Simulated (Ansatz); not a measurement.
Input:

```xyz
4
Lattice="4.5705 0.0000 0.0000 0.0000 4.5705 0.0000 0.0000 0.0000 4.5705" Properties=species:S:1:pos:R:3 pbc="T T T"
Y      0.0000     0.0000     0.0000
In     0.0000     2.2853     2.2853
In     2.2853     0.0000     2.2853
In     2.2853     2.2853     0.0000
```

The numbers are results of PBEsol, DFPT electron-phonon coupling, linearised Boltzmann equation (plane waves, PAW, scalar-relativistic; Ansatz, an electronic-structure program), not measurements. Geometry: relaxed with this functional, without spin-orbit coupling.

Q: What phonon-limited resistivity does this give at 300 K?

A: 12.6 μΩ·cm.

A metal at this level (no band gap). Only scattering by harmonic phonons is included (no impurities, grain boundaries, electron-electron scattering or thermal expansion). Spin-orbit coupling is left out. Halving the electron mesh (20x20x20) moves the resistivity by up to 10 % at 300 K. Smearing 0.20 eV; phonons on a 3x3x3 q mesh, which this run doesn't test.

Formula and space group known from diffraction (Crystallography Open Database), not checked to be the room-temperature form: YIn3 (Pm-3m).
